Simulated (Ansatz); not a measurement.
Worked example: self-consistent single point of a (001) slab of Te (cut from a parent of space group no. 152; 6 atoms in the cell) in Ansatz (an electronic-structure program).

Computed with LDA (PW92), default PAW files made with PBE (plane waves; Ansatz).

```xyz
6
Lattice="4.4377 0.0000 0.0000 -2.2189 3.8432 0.0000 0.0000 0.0000 23.8339" Properties=species:S:1:pos:R:3 pbc="T T T"
Te    -0.5836     1.0108     8.9668
Te     1.6353     2.8324    10.9336
Te     1.1671     0.0000     7.0000
Te    -0.5836     1.0108    14.8672
Te     1.6353     2.8324    16.8339
Te     1.1671     0.0000    12.9004
```

Reference input (self-consistent single point, DFT, LDA (PW92), plane waves, default PAW files made with PBE): basis.ecutwfc = 420 eV; kpoints.mp_grid.grid = 5 5 1; hamiltonian.xc = lda; hamiltonian.pseudopotentials = {kind: paw} (the program's default PAW files); scf.occupations.method = fermi_dirac; scf.occupations.width = 0.02 eV. This run's input differs from it in these lines:

Ansatz 0.2 input:
```diff
@@ -16,3 +16,3 @@
 kpoints:
-  mp_grid: { grid: [5, 5, 1] }
+  mp_grid: { grid: [16, 16, 1] }
 hamiltonian:
```

Log, with long lists cut:

```
SCF iter   1: F=—  HF=-40961.463137 eV  |F-HF|=—  |Δ(HF+E_count)|=         —  Δρ=3.47e-3  dr2=3.95e-2  ethr=1.77e-3  ⟨swp⟩=9.2  Hψ=19316  notcnv=0  defer=13
all-band conjugate gradients solve this SCF's bands
preconditioner: auto → LDOS
SCF iter   2: F=—  HF=-40961.459522 eV  |F-HF|=—  |Δ(HF+E_count)|=   3.61e-3  Δρ=1.55e-3  dr2=5.97e-2  ethr=4.11e-5  ⟨swp⟩=3.0  Hψ=9300  notcnv=0  defer=263
   [... lines left out ...]
SCF iter   5: F=—  HF=-40961.452074 eV  |F-HF|=—  |Δ(HF+E_count)|=   1.20e-4  Δρ=4.81e-5  dr2=6.57e-5  ethr=8.42e-7  ⟨swp⟩=2.0  Hψ=4843  notcnv=0  defer=263
SCF iter   6: F=—  HF=-40961.452140 eV  |F-HF|=—  |Δ(HF+E_count)|=   6.61e-5  Δρ=1.69e-5  dr2=1.24e-6  ethr=6.84e-8  ⟨swp⟩=2.2  Hψ=4913  notcnv=0  defer=263
SCF iter   7: F=—  HF=-40961.452141 eV  |F-HF|=—  |Δ(HF+E_count)|=   7.36e-7  Δρ=5.37e-6  dr2=1.12e-7  ethr=1.29e-9  ⟨swp⟩=2.0  Hψ=6740  notcnv=0  defer=263
SCF iter   8: F=-40961.452141 eV  HF=-40961.452141 eV  |F-HF|=7.70e-9  |Δ(HF+E_count)|=   1.58e-7  Δρ=1.74e-6  dr2=1.44e-8  ethr=1.04e-10  ⟨swp⟩=14.7  Hψ=18999  notcnv=0
SCF 1 converged in 8 iterations: F = -40961.452141 eV  dr2 = 1.44e-8
Free energy (F): -40961.452141 eV
Internal energy: -40961.449108 eV  (E = F + TS)
E sigma→0 (E₀):  -40961.450625 eV
Entropy (-TS):   -0.003033 eV (-0.506 meV/atom)
Fermi energy:    1.380951 eV
--- Forces (eV/Å), atoms counted from 1 ---
  atom   1  Te     0.27293200     0.22838423    -0.75636645
  atom   2  Te    -0.37702763    -0.56605268    -0.55062440
  atom   3  Te    -0.13901244     0.19730437     0.95265688
  atom   4  Te    -0.33425255    -0.12217393     0.75636645
  atom   5  Te    -0.10136438     0.21904049    -0.95265688
  atom   6  Te     0.67872981     0.04348916     0.55062440
--- Stress (GPa, compression-positive) ---
       -1.657573      -0.063317      -0.223853
       -0.063317      -1.584461      -0.129242
       -0.223853      -0.129242      -1.506646
  P = ⅓ Tr σ = -1.5829 GPa (-15.829 kbar)
  The stress holds the Pulay correction. Without it, at fixed plane waves, as pw.x and ABINIT print it: P = -1.6014 GPa
```

The run converged in 8 iterations. Against the reference run the free energy goes up by 1.9 meV/atom and the largest force goes from 0.993 to 0.983 eV/Å.

The starting cell has typed, rounded lattice constants, without a prior relaxation at this level. The slab is cut from that crystal, and its faces are unrelaxed. Its lattice was rescaled by up to half a per cent. Spin-orbit coupling is off. Spin polarisation is off, though cut faces can carry moments; the slab shows no gap.

Cost on one core of a shared machine: roughly 2 min.
